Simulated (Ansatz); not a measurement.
Convergence test for Y2CuTe4 (Fd-3m, 14 atoms in the cell)

```yaml
crystal:
  lattice:
    - [0.00000, 6.05163, 6.05163]
    - [6.05163, 0.00000, 6.05163]
    - [6.05163, 6.05163, 0.00000]
  atoms:
    - { symbol: Y, position: [0.12500, 0.12500, 0.12500] }
    - { symbol: Y, position: [0.62500, 0.12500, 0.12500] }
    - { symbol: Y, position: [0.12500, 0.62500, 0.12500] }
    - { symbol: Y, position: [0.12500, 0.12500, 0.62500] }
    - { symbol: Cu, position: [0.75000, 0.75000, 0.75000] }
    - { symbol: Cu, position: [0.50000, 0.50000, 0.50000] }
    - { symbol: Te, position: [0.36260, 0.36260, 0.36260] }
    - { symbol: Te, position: [0.91220, 0.36260, 0.36260] }
    - { symbol: Te, position: [0.36260, 0.91220, 0.36260] }
    - { symbol: Te, position: [0.36260, 0.36260, 0.91220] }
    - { symbol: Te, position: [0.88740, 0.88740, 0.88740] }
    - { symbol: Te, position: [0.33780, 0.88740, 0.88740] }
    - { symbol: Te, position: [0.88740, 0.33780, 0.88740] }
    - { symbol: Te, position: [0.88740, 0.88740, 0.33780] }
```

Method of the run: PBE (plane waves, PAW; Ansatz, a program for electronic structure).

The starting cell was generated: these elements placed on a structure prototype, without a prior relaxation; it need not be a known phase or ordering of this composition. Spin polarisation is off. In the base run, with a pressure of about 7 GPa the cell is away from its equilibrium volume at this level. In the base run, forces exceed 1 eV/Å. Ansatz's pressure includes its estimate of the finite-basis (Pulay) stress.

Held fixed: kpoints.mp_grid.grid = 3 3 3; hamiltonian.xc = pbe; hamiltonian.pseudopotentials = {kind: paw} (the program's default PAW files); scf.occupations.method = gaussian; scf.occupations.width = 0.2 eV.

ΔF is the free energy per atom less that of the last row (840 eV).

The first pressure column holds Ansatz's estimate of the finite-basis (Pulay) stress, which hides part of the cutoff error; the other is without it.

| basis.ecutwfc | ΔF (meV/atom) | pressure (GPa) | largest force (eV/Å) | pressure at a fixed set of plane waves (GPa) | plane waves | iterations |
|---|---|---|---|---|---|---|
| 170 eV | 20785.8 | 9.07 | 2.353 | -438.14 | 2229 | 10 |
| 210 eV | 4442.5 | 7.77 | 2.445 | -118.04 | 3119 | 9 |
| 250 eV | 835.2 | 7.30 | 2.548 | -24.14 | 3943 | 11 |
| 295 eV | 92.2 | 6.93 | 2.633 | 2.01 | 5029 | 9 |
| 335 eV | 9.0 | 6.91 | 2.650 | 6.30 | 6183 | 7 |
| 380 eV | 1.69 | 6.91 | 2.652 | 6.88 | 7391 | 8 |
| 420 eV | 1.13 | 6.91 | 2.652 | 6.88 | 8657 | 8 |
| 485 eV | 0.29 | 6.91 | 2.652 | 6.89 | 10849 | 8 |
| 545 eV | 0.12 | 6.90 | 2.652 | 6.90 | 12675 | 8 |
| 630 eV | 0.05 | 6.90 | 2.652 | 6.90 | 16049 | 8 |
| 735 eV | 0.03 | 6.90 | 2.652 | 6.90 | 19987 | 8 |
| 840 eV | 0.00 | 6.90 | 2.652 | 6.90 | 24357 | 8 |

Largest force within 0.005 eV/Å of the last row: from basis.ecutwfc = 335 eV on; the one before it is off by 0.019 eV/Å. The value it settles on is 2.652 eV/Å at this level of theory and with the other settings as held.

Pressure within 0.05 GPa of the last row: from basis.ecutwfc = 295 eV on; the one before it is off by 0.39 GPa. The value it settles on is 6.90 GPa at this level of theory and with the other settings as held.

Keys are those of Ansatz 0.2.
